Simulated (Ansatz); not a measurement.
Consider the following.

```
LuTl3
1.0
    4.64243     0.00000     0.00000
    0.00000     4.64243     0.00000
    0.00000     0.00000     4.64243
Lu Tl
1 3
Direct
  0.00000   0.00000   0.00000
  0.00000   0.50000   0.50000
  0.50000   0.00000   0.50000
  0.50000   0.50000   0.00000
```

Level of theory: PBEsol, DFPT electron-phonon coupling, linearised Boltzmann equation (plane waves, PAW, scalar-relativistic; Ansatz, a quantum-chemistry and plane-wave program). Cell: relaxed with this functional, without spin-orbit coupling.

### Question
Estimate the phonon-limited resistivity at 300 K, by direction if it differs.

### Answer
15.8 μΩ·cm.

### Question
And the electrons' mean free path at that temperature?

### Answer
7.3 nm, weighted by the current that each state carries. Wires not much wider than this gain resistivity from their walls.

A metal at this level (no band gap). Only scattering by harmonic phonons is included (no impurities, grain boundaries, electron-electron scattering or thermal expansion). Spin-orbit coupling is left out, which matters with elements this heavy. The run warned that the eigensolver left some states short of its tolerance. Halving the electron mesh (20x20x20) moves the resistivity by up to 2 % at 300 K, the mean free path by up to 4 %. Smearing 0.20 eV; phonons on a 3x3x3 q mesh, which this run doesn't test.

Formula and space group known from diffraction (Crystallography Open Database), not checked to be the room-temperature form: LuTl3 (Pm-3m).
